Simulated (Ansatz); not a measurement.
```
CELL_PARAMETERS angstrom
      3.11381     0.00000     0.03114
     -1.55691     2.69664    -0.01557
      0.04983     0.00000     4.98335
ATOMIC_POSITIONS crystal
  Al 0.33217 0.66663 0.00002
  Al 0.66554 0.33337 0.50002
  N  0.33452 0.66676 0.38198
  N  0.66776 0.33324 0.88198
```

No spin polarisation.

Method: plane-wave PAW DFT at the PBEsol level (Ansatz, an electronic-structure program, 420 eV), scalar-relativistic without spin-orbit coupling. k-mesh 12×12×7 (Γ-centred); smearing 0.05 eV (Fermi–Dirac).

Predict the band gap, gap character and stress.

Band gap: 4.07 eV
Gap character: direct at Γ
Stress (xx, yy, zz, yz, xz, xy; compression positive): (-0.06, 0.01, 0.08, 0.00, -2.22, 0.00) GPa

The cells carry an imposed strain or load. Stability against distortions was not tested. The cell was made from AlN in the wurtzite structure (space group P6_3mc, No. 186) by this change: tensor shear ε_xz = +1.00 %.
